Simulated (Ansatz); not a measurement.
**Hf under a change: uniaxial strain ε_xx = +1.00 %**

Start from Hf in the hcp (Mg type) structure (space group P6_3/mmc, No. 194; a = 3.117 Å, c = 4.950 Å; relaxed with 0.1 eV smearing). Axes: x lies along a and z along c of the hexagonal cell.

Now apply this change: uniaxial strain ε_xx = +1.00 %, all other strain components held at zero; the atoms relax in the strained cell.

Method: LDA (Ansatz, an electronic-structure program; PAW; 420 eV plane waves; no spin-orbit coupling). k-mesh 21×21×12 (Γ-centred); smearing 0.1 eV (Fermi–Dirac).

The volume per atom grows by 0.21 Å³ (20.83 Å³ → 21.04 Å³) and the space group becomes Cmcm (No. 63) (base: P6_3/mmc (No. 194)). The shortest interatomic distance grows by 0.004 Å to 3.064 Å and the energy goes up by 1.2 meV/atom. The band gap remains zero and the stress (xx, yy, zz, yz, xz, xy; compression positive) comes out as (-1.8, -0.8, -0.8, 0.0, 0.0, 0.0) GPa.

Final structure:

```xyz
2
Lattice="3.1485 0.0000 0.0000 -1.5743 2.6997 0.0000 0.0000 0.0000 4.9501" Properties=species:S:1:pos:R:3 pbc="T T T"
Hf     1.5743     0.9074     3.7126
Hf     0.0000     1.7924     1.2375
```

No phonon test of stability was made. The final runs are not spin-polarised.
